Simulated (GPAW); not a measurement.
GPAW run on Au (Fm-3m, 1 atom in the cell): self-consistent single point.

Method of the run: PBEsol, GPAW PAW datasets PBEsol (made by gpaw-setup) (plane waves; GPAW).

```
CELL_PARAMETERS angstrom
      0.00000     2.03388     2.03388
      2.03388     0.00000     2.03388
      2.03388     2.03388     0.00000
ATOMIC_POSITIONS crystal
  Au 0.00000 0.00000 0.00000
```

Reference input (self-consistent single point, DFT PBEsol, plane waves, GPAW PAW datasets PBEsol (made by gpaw-setup)): mode = pw; ecut = 600 eV; xc = PBEsol; kpts = 12 12 12; mesh shift (steps) = 0 0 0; occupations.name = fermi-dirac; occupations.width = 0.1 eV; nbands = -7; convergence.forces = 0.001 eV/Å; symmetry.symmorphic = false; symmetry.tolerance = 0.0005; maxiter = 150. This run's input differs from it in these lines:

```diff
@@ -15,3 +15,3 @@
             occupations={'name': 'fermi-dirac', 'width': 0.1},
-            nbands=-7,
+            nbands=5,
             convergence={'forces': 0.001},
```

Output, abridged:

```
Input parameters:
  convergence: {forces: 0.001}
  kpts: {gamma: True,
         size: (12, 12, 12)}
  maxiter: 150
  mode: {ecut: 600,
         name: pw}
  nbands: 5
  occupations: {name: fermi-dirac,
                width: 0.1}
  symmetry: {symmorphic: False,
             tolerance: 0.0005}
  xc: PBEsol

species:
  Au:
    name: Gold
    Z: 79.0
    valence: 11
    core: 68
    charge: 0.0
    file: Au.PBEsol.gz

    # Using partial waves for Au as LCAO basis

Reference energy: -516455.655722  # eV

Spin-paired calculation

Traceback (most recent call last):
   [... frames left out ...]
ValueError: Too few bands!  Electrons: 11.000000, bands: 5
```

The program stopped before any SCF iteration. 

The starting cell has typed, rounded lattice constants, without a prior relaxation at this level. Its lattice was rescaled by up to half a per cent. Spin-orbit coupling is off.
